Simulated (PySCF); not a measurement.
PySCF 2.14.0, HF/def2-tzvp, df: Ta(O)(F)2 ([O]=[Ta+]([F])[F]), charge +1, multiplicity 1, 4 atoms. The geometry is a generated start, not checked to be a minimum at this level.

```json
{
 "task": "energy",
 "method": "hf",
 "basis": "def2-tzvp",
 "two_electron_scheme": "density fitting",
 "mol.max_memory": "3000 MB",
 "mf.max_cycle": "100",
 "mf.init_guess": "minao (default)",
 "mf.DIIS": "CDIIS (default)",
 "mf.conv_tol": "1e-09 (default)",
 "effective_core_potentials": "those of the basis set, past Kr",
 "basis_functions": "133"
}
```

```xyz
4

Ta     0.2783     0.5154     0.1894
O      1.4691    -0.6320    -0.3937
F     -0.7567    -0.4883     1.4230
F     -0.9906     0.6049    -1.2187
```

Charge 1 and multiplicity 1 are set for this test and not shown to be the ground state.

One run each on 2 threads, 1 BLAS thread. Values of diis_space tried: 3, 5, 8 (default), 12, 20.

### Question
Which value of diis_space needs the fewest Fock builds, and what happens away from it?

### Answer
Fewest Fock builds, within one of each other: 8 (default) with 16, 12 with 15, 20 with 15. The count rises to 27 at 3. All converge to one solution.

```csv
diis_space,Fock builds,end
3,27,same solution
5,17,same solution
8 (default),16,same solution
12,15,same solution
20,15,same solution
```
